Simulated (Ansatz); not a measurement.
## HgS (model structure, started from the WC type, P-6m2, No. 187, 2 atoms in the cell): equilibrium volume per atom by level of theory

No measured value is used here.

```
level (code)         value (Å³/atom)
-------------------  ---------------
PBE (Ansatz)                   22.27
PBEsol (Ansatz)                20.82
PBE-D3(BJ) (Ansatz)            21.25
```

Density-functional levels without +SOC have no spin–orbit coupling. Ansatz's density-functional and Hartree–Fock values are scalar-relativistic unless marked +SOC, with PAW data made under PBE.

A model structure was made by putting elements into a prototype or built by hand; it is no filed structure, need not be a known phase, and can be a saddle point held by its symmetry.

Ansatz is a first-principles code.
